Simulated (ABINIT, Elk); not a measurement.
An Elk input for a self-consistent single point of TaAs (I4_1md, 4 atoms in the cell) (DFT, PBE, all-electron FP-LAPW, Elk's shipped species files, APW+lo basis with extra local orbitals):

```
tasks
  0

xctype
  20

tforce
  .true.

rgkmax
  7.5

gmaxvr
  18.0

lmaxapw
  10

lmaxo
  8

nxlo
  2

lorbcnd
  .true.

lradstp
  2

nrmtscf
  2.0

rmtscf
  0.9

lmaxi
  4

stype
  0

swidth
  0.00499791

avec
   -3.3025647439    3.3025647439   11.2551313195
    3.3025647439   -3.3025647439   11.2551313195
    3.3025647439    3.3025647439  -11.2551313195

atoms
  2   : nspecies
  'Ta.in'   : spfname
  2   : natoms; atposl, bfcmt below
  0.4999700000  0.9999700000  0.5000000000    0.0 0.0 0.0
  0.7499700000  0.7499700000  0.0000000000    0.0 0.0 0.0
  'As.in'   : spfname
  2   : natoms; atposl, bfcmt below
  0.0826300000  0.5826300000  0.5000000000    0.0 0.0 0.0
  0.3326300000  0.3326300000  0.0000000000    0.0 0.0 0.0

ngridk
  8 8 8
```

Question: Give the ABINIT input for the same structure, mesh, smearing and functional.

Answer: This is the input that was run; spellings and numerical settings could be chosen otherwise.

```
# TaAs, PseudoDojo nc-sr-05 PBE standard
pp_dirpath "./"
pseudos "Ta.upf, As.upf"
acell 3*1.0 Angstrom
rprim
        -1.7476420000    1.7476420000    5.9559590000
         1.7476420000   -1.7476420000    5.9559590000
         1.7476420000    1.7476420000   -5.9559590000
natom 4
ntypat 2
znucl 73 33
typat 1 1 2 2
xcart
         1.7476420000    0.0000000000    5.9556016425
         0.0000000000    0.0000000000    8.9335811425
         1.7476420000    0.0000000000    0.9842817843
         0.0000000000    0.0000000000    3.9622612843
      Angstrom
ecut 84 Ry
ixc 11
occopt 7
tsmear 0.00499791
nband 36
kptopt 1
ngkpt 8 8 8
nshiftk 1
shiftk 0 0 0
nstep 80
toldfe 1.0e-09
prtwf 0
prtden 0
enunit 2
```

Basis, cutoffs, solver keys and any potentials are the target program's own. This input uses DFT, PBE, plane waves, norm-conserving pseudopotentials (PseudoDojo nc-sr-05 PBE standard).

The starting cell comes from a database of computed structures (which also holds hypothetical and non-ambient phases and stackings), without a prior relaxation at this level. Its lattice was rescaled by a random factor within 2.5 % of one.
